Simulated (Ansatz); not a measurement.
## Effect of biaxial strain +1.85 %, plane normal [111], relaxed out of plane on AlCo

The parent structure is AlCo in the CsCl type structure (space group Pm-3m, No. 221; a = 2.824 Å; weakly magnetic (sensitive to the mesh); relaxed with 0.1 eV smearing). Axes: x, y, z lie along the cube axes.

It is then changed as follows: biaxial strain +1.85 %, plane normal [111], relaxed out of plane (Cartesian); in-plane vectors clamped, the third vector and the atoms free.

Calculations: r2SCAN (Ansatz, an electronic-structure program), no SOC, earlier PAW set. Settings: 20×20×20 k-points, 0.1 eV Fermi–Dirac smearing.

* **Space group**: R-3m (No. 166) (base Pm-3m (No. 221))
* **Shortest interatomic distance**: 2.429 Å (base 2.446 Å)
* **Energy relative to the base (free energy F)**: +11 meV/atom
* **Pressure (mean of the normal stresses, compression positive)**: -5.2 GPa (base 0.0 GPa)
* **Band gap**: zero (base zero)
* **Magnetic state**: weakly magnetic (sensitive to the mesh) (base weakly magnetic (sensitive to the mesh))
* **Largest site moment**: 0.21 μB (base 0.17 μB)
* **Out-of-plane strain**: -0.70 %
* **Ratio −ε⊥/ε∥**: 0.38
* **Mean in-plane stress (compression positive)**: -7.9 GPa

Final structure (turned so that z lies along the plane normal):

```
CELL_PARAMETERS angstrom
      4.06763     0.00000     0.00000
      2.03382     3.52267     0.00000
      2.03382    -1.17422     1.61906
ATOMIC_POSITIONS crystal
  Al 0.00000 0.00000 0.00000
  Co 0.00000 0.50000 0.50000
```

Other magnetic orders, which the real material may have, were not ruled out. Stability against distortions was not tested. Seeded moments were not kept for the base.
